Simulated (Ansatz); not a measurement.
Cell A: Ag (fcc, Fm-3m), 1 atom in the cell, k-point mesh 26×26×26 on the run's own vectors.
Ag has the cubic space group Fm-3m (No. 225), the fcc (Cu type) structure, Pearson symbol cF4. Lattice parameters: a = b = c = 4.073 Å, α = β = γ = 90.00°. Ag on 4a is surrounded by 12 Ag at 2.880 Å (cuboctahedral). (Neighbours: up to the widest gap in distance over summed covalent radii, below 1.35, at either atom.)
(The calculation used a cell of 1 atom; values per cell refer to that cell.)

Cell B: Al (fcc, Fm-3m), 1 atom in the cell, k-point mesh 26×26×26 on the run's own vectors.
```
CELL_PARAMETERS angstrom
      0.00000     1.99148     1.99148
      1.99148     0.00000     1.99148
      1.99148     1.99148     0.00000
ATOMIC_POSITIONS crystal
  Al 0.00000 0.00000 0.00000
```

Cell C: Pb (fcc, Fm-3m), 1 atom in the cell, k-point mesh 20×20×20 on the run's own vectors.
```cif
data_Pb4
_chemical_formula_sum 'Pb4'
_space_group_name_H-M_alt 'Fm-3m'
_space_group_IT_number 225
_space_group_name_Hall '-F 4 2 3'
_cell_length_a 4.95935
_cell_length_b 4.95935
_cell_length_c 4.95935
_cell_angle_alpha 90.000
_cell_angle_beta 90.000
_cell_angle_gamma 90.000
loop_
_atom_site_label
_atom_site_type_symbol
_atom_site_symmetry_multiplicity
_atom_site_Wyckoff_symbol
_atom_site_fract_x
_atom_site_fract_y
_atom_site_fract_z
_atom_site_occupancy
Pb1 Pb 4 a 0.00000 0.00000 0.00000 1
```
(The calculation used a cell of 1 atom; values per cell refer to that cell.)

Computed with Ansatz (plane waves, PAW), its PAW set soft_1, cutoff 420 eV. The structures are at rest with PBE+D3(BJ); other levels are single points on them. Neutral cells; Fermi-Dirac smearing of at most 0.10 eV in the solids, energies taken to zero width. The lattices are those relaxed with PBE+D3(BJ), so at other levels the solids can be strained. Spin-orbit coupling is left out. A dispersion term ran beside these levels; it doesn't touch the electrons. Both spins, broadened by a Gaussian of 0.2 eV on the run's mesh.

Question: Order them by density of states at the Fermi level (states/eV per atom) (lowest first) at the level PBE.

Answer: A (0.24), B (0.37), C (0.50)

Ansatz is a program for electronic structure.
